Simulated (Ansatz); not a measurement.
The starting structures come from a database of crystals and need not be the phases stable at ambient conditions.

 Where the default PAW files enter, the runs use the earlier of Ansatz's two default sets.

Consider the following.

```xyz
7
Lattice="6.7102 0.0000 0.0000 -2.2333 6.3276 0.0000 0.0000 0.0000 3.8648" Properties=species:S:1:pos:R:3 pbc="T T T"
Li    -1.1167     3.1638     1.9324
Li     3.3551     0.0000     1.9324
Mg     0.0000     0.0000     0.0000
Br     3.4035     4.8105     1.9324
Br     1.0734     1.5171     1.9324
Br    -0.0557     4.7869     0.0000
Br     4.5325     1.5407     0.0000
```

Space group of this cell: Cmmm. The cell is taken as given.

Transport runs along the normal of the first two printed cell vectors.

The gap is the functional's own, uncorrected, and κ follows it; spin-orbit coupling is left out. Mid-gap values are interpolated between the computed energies.

State the band gap and the smallest decay constant κ at mid-gap according to r2SCAN in Ansatz (a quantum-chemistry and plane-wave program).

Gap 5.40 eV on a 6×6×8 mesh; κ = 0.320 1/Å, at the zone centre.
